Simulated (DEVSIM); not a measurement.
Structure: Ru/SiO2/p-Si capacitor, at 300 K.

| layer (left to right) | material | thickness (nm) | Na (cm⁻³) |
|---|---|---|---|
| 1 | SiO2 | 3.20 | - |
| 2 | Si | 2300 | 6.1e16 |

Metal gate on the left, work function 4.7 eV. Fixed charge at the semiconductor interface 0 cm⁻² (in units of +e); no interface traps.

The device is made up for the run: typed textbook-type constants, with dimensions and the other settings drawn at random. Values at 300 K.

| parameter | SiO2 | Si |
|---|---|---|
| gap (eV) | 9 | 1.124 |
| affinity (eV) | 0.9 | 4.05 |
| permittivity | 3.9 | 11.7 |
| Nc (cm⁻³) | - | 2.86e19 |
| Nv (cm⁻³) | - | 3.1e19 |

DEVSIM, 1D Poisson equation in equilibrium, Boltzmann statistics, complete ionisation; no quantum confinement or tunnelling. Metal contacts follow the ideal Schottky-Mott rule: no Fermi-level pinning, no interface dipoles.

### Question
Give the band bending (positive: bands bend down) and minority sheet density.

### Answer

| Vg (V) | ψs (V) | minority carriers (cm⁻²) |
|---|---|---|
| -0.9 | -0.156 | < 1e8 |
| -0.6 | -0.111 | < 1e8 |
| -0.3 | 0.008 | < 1e8 |
| 0 | 0.251 | < 1e8 |
| 0.3 | 0.520 | < 1e8 |
| 0.6 | 0.796 | 9.8e9 |
| 0.9 | 0.932 | 1.1e12 |
